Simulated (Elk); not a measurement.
Troubleshooting Elk: a failed run on Mg3Cd (Fm-3m, 4 atoms in the cell). The aim is a self-consistent single point with DFT, PBEsol, all-electron FP-LAPW, Elk's shipped species files, LAPW+lo basis.

Cell that was meant: a = 4.8920 Å, b = 4.8920 Å, c = 4.8920 Å, α = 60.00°, β = 60.00°, γ = 60.00°.

Part of the input:

```
  1
  0.5000000000  0.5000000000  0.5000000000    0.0 0.0 0.0

ngridk 5 5 5

vkloff
  0.5 0.5 0.5
```

Log, with long lists cut:

```
At line 515 of file readinput.f90
Fortran runtime error: End of file

Error termination. Backtrace:
	at ../../../libgfortran/io/list_read.c:2554

│ Elk code version 10.2.4 started │
```

### Question
Read the log: what does the program object to, and what is the fix?

### Answer
The fault is a value typed on the line of its block name. Here the value belongs on the line under the name. To fix it, move the value down a line. The program stopped with an error.

An input that runs soundly differs in these lines (not the only fix; some lines may just follow from the change or write a value another way):
```diff
-ngridk 5 5 5
+ngridk
+  5 5 5
```

With that input, the run converged in 14 iterations: total energy -168526.7711 eV; Fermi level (on the code's own zero) 4.93 eV (DFT, PBEsol, all-electron FP-LAPW, Elk's shipped species files, LAPW+lo basis).

On the sound input: the starting cell comes from a database of computed structures (which also holds hypothetical and non-ambient phases and stackings), without a prior relaxation at this level. Its lattice was rescaled by a random factor within 2.5 % of one. Values depend on the basis (sphere radii, cutoffs, local orbitals), which need not be converged.
